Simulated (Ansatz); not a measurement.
Worked example: zone-centre phonon calculation of Sr₂CdPt₂ (Immm, 5 atoms in the cell) in Ansatz (a first-principles code).

Computed with LDA (PW92), default PAW files made with PBE (plane waves; Ansatz).

```yaml
crystal:
  lattice:
    - [-2.29031, 2.99801, 4.59499]
    - [2.29031, -2.99801, 4.59499]
    - [2.29031, 2.99801, -4.59499]
  atoms:
    - { symbol: Sr, position: [0.29951, 0.79951, 0.50000] }
    - { symbol: Sr, position: [0.70049, 0.20049, 0.50000] }
    - { symbol: Cd, position: [0.00000, 0.00000, 0.00000] }
    - { symbol: Pt, position: [0.72608, 0.50000, 0.22608] }
    - { symbol: Pt, position: [0.27392, 0.50000, 0.77392] }
```

Reference input (self-consistent single point, DFT, LDA (PW92), plane waves, default PAW files made with PBE): basis.ecutwfc = 420 eV; kpoints.mp_grid.grid = 7 7 7; hamiltonian.xc = lda; hamiltonian.pseudopotentials = {kind: paw} (the program's default PAW files); scf.occupations.method = gaussian; scf.occupations.width = 0.1 eV. This run's input differs from it in these lines:

Ansatz 0.2 input:
```diff
@@ -16,3 +16,3 @@
   mp_grid:
-    grid: [7, 7, 7]
+    grid: [6, 6, 6]
 hamiltonian:
@@ -25,6 +25,4 @@
     width: 0.1 eV
-output:
-  forces: true
-  eigenvalues: true
-  stress: true
+phonons:
+  method: dfpt
```

Log, with long lists cut:

```
SCF iter   1: F=—  HF=-39500.099092 eV  |F-HF|=—  |Δ(HF+E_count)|=         —  Δρ=6.30e-3  dr2=3.56e-2  ethr=1.77e-3  ⟨swp⟩=9.7  Hψ=14646  notcnv=0
all-band conjugate gradients solve this SCF's bands
preconditioner: auto → Kerker (q_TF=auto, 2.507 Å⁻¹)
SCF iter   2: F=—  HF=-39500.094715 eV  |F-HF|=—  |Δ(HF+E_count)|=   4.38e-3  Δρ=2.83e-3  dr2=8.26e-3  ethr=4.68e-5  ⟨swp⟩=2.1  Hψ=4785  notcnv=0
   [... lines left out ...]
SCF iter   9: F=—  HF=-39500.093051 eV  |F-HF|=—  |Δ(HF+E_count)|=   3.25e-9  Δρ=7.85e-7  dr2=1.43e-9  ethr=2.40e-11  ⟨swp⟩=2.0  Hψ=5208  notcnv=0
SCF iter  10: F=—  HF=-39500.093051 eV  |F-HF|=—  |Δ(HF+E_count)|=  2.84e-10  Δρ=2.83e-7  dr2=1.74e-10  ethr=1.88e-12  ⟨swp⟩=2.0  Hψ=4299  notcnv=0
SCF iter  11: F=—  HF=-39500.093051 eV  |F-HF|=—  |Δ(HF+E_count)|=  3.64e-11  Δρ=7.27e-8  dr2=1.10e-11  ethr=1.00e-12  ⟨swp⟩=1.0  Hψ=2979  notcnv=0
SCF iter  12: F=-39500.093051 eV  HF=-39500.093051 eV  |F-HF|=7.28e-12  |Δ(HF+E_count)|=  7.28e-12  Δρ=2.85e-8  dr2=9.84e-13  ethr=1.00e-12  ⟨swp⟩=11.4  Hψ=15763  notcnv=0
SCF 1 converged in 12 iterations: F = -39500.093051 eV  dr2 = 9.84e-13
DFPT response loops at Γ: preconditioner auto → Kerker (q_TF=auto, 2.507 Å⁻¹) (partly filled bands, converged f_vac=0.000) …
Free energy (F): -39500.093051 eV
Internal energy: -39500.081097 eV  (E = F + TS)
E sigma→0 (E₀):  -39500.087074 eV
Entropy (-TS):   -0.011954 eV (-2.391 meV/atom)
Fermi energy:    12.146981 eV
--- Phonons (Γ-DFPT): 9 representative perturbations + reference, on 68 of 216 k-points (Σ response iterations 31) ---
  k mesh reduced under 2 symmetry operations, with k and −k counted as one. Each operation leaves every solved displacement unchanged or reverses it
  ASR residual: 1.038e-4 → 0.000e0 eV/Å²; symmetrization residual: 2.268e-5 eV/Å²
  ASR residual per site (eV/Å²): 7.98e-5 7.98e-5 5.34e-5 1.04e-4 1.04e-4
  Γ frequencies (cm⁻¹): 0.00 0.00 0.00 72.74 76.39 78.92 82.49 86.94 90.74 103.28 109.96 115.61 122.08 129.01 131.39
  non-analytic LO–TO correction: not included (Born effective charges unavailable; polar crystals: no LO–TO splitting at Γ)
```

The run converged in 12 iterations. 

Summary of the result:
| Item | Result |
|---|---|
| Free energy E − TS (on the zero of these files) | -39500.0931 eV |
| Fermi level (on the code's own zero) | 12.15 eV |
| Zone-centre frequencies (cm⁻¹; negative means imaginary) | 0, 0, 0, 73, 76, 79, 82, 87, 91, 103, 110, 116, 122, 129, 131 |

The starting cell comes from a database of computed structures (which also holds hypothetical and non-ambient phases and stackings), without a prior relaxation at this level. Its lattice was rescaled by up to half a per cent. Spin polarisation is off.

Cost on one core of a shared machine: roughly 8 min.
